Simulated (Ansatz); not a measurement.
Polymorphs of W2C, PBEsol, DFPT electron-phonon coupling, linearised Boltzmann equation (Ansatz, a quantum-chemistry and plane-wave program); geometry: relaxed with this functional, without spin-orbit coupling.
- P-31m, primitive cell of 9: a = 5.200 Å, b = 5.200 Å, c = 4.737 Å, α = 90.00°, β = 90.00°, γ = 120.00°
- Pnnm, primitive cell of 6: a = 4.6748 Å, b = 5.2435 Å, c = 3.0075 Å, α = β = γ = 90.00°

| Space group | volume per atom (Å³) | resistivity at 300 K | mean free path at 300 K |
|---|---|---|---|
| P-31m | 12.3 | [?] | 2.8 nm |
| Pnnm | 12.3 | 21 μΩ·cm | [?] |

Problem. What belongs in the gaps?

Solution. 
- P-31m, resistivity at 300 K: 40 μΩ·cm
- Pnnm, mean free path at 300 K: 4.4 nm

Metals; harmonic phonons alone scatter; means over directions. The mean free path is weighted by the current that each state carries. Halving the electron mesh moves these values by up to 8 %; q meshes are mostly untested. Spin-orbit coupling is left out.

Computed structure with no diffraction record at hand here (it may be known, metastable or hypothetical): W2C (P-31m), W2C (Pnnm). The missing spin-orbit coupling matters most for W2C (P-31m), W2C (Pnnm).
